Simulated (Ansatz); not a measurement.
How the band gap of SrInHO₂ (model structure, started from the SrVO2H type, P4/mmm, No. 123, 5 atoms in the cell) moves with the method

No measured value is used here.

```json
[
 {"level (code)": "LDA (Ansatz)", "value (eV)": "0.60"},
 {"level (code)": "PBE+SOC (Ansatz)", "value (eV)": "0.93 (indirect)"},
 {"level (code)": "PBEsol+SOC (Ansatz)", "value (eV)": "0.75 (indirect)"},
 {"level (code)": "r²SCAN+SOC (Ansatz)", "value (eV)": "1.54 (indirect)"},
 {"level (code)": "HSE06+SOC (Ansatz)", "value (eV)": "2.17 (indirect)"},
 {"level (code)": "PBE0 (Ansatz)", "value (eV)": "2.87"}
]
```

Computed values are for a static lattice. Spin–orbit coupling is included only where a level's name says +SOC; with heavier elements it mostly lowers gaps and can invert bands.  Values are at the PBEsol cell. Cutoffs and k meshes differ between the levels. Ansatz's density-functional and Hartree–Fock values are scalar-relativistic unless marked +SOC, with PAW data made under PBE.

A model structure was made by putting elements into a prototype or built by hand; it is no filed structure, need not be a known phase, and can be a saddle point held by its symmetry.

Ansatz is an electronic-structure program.
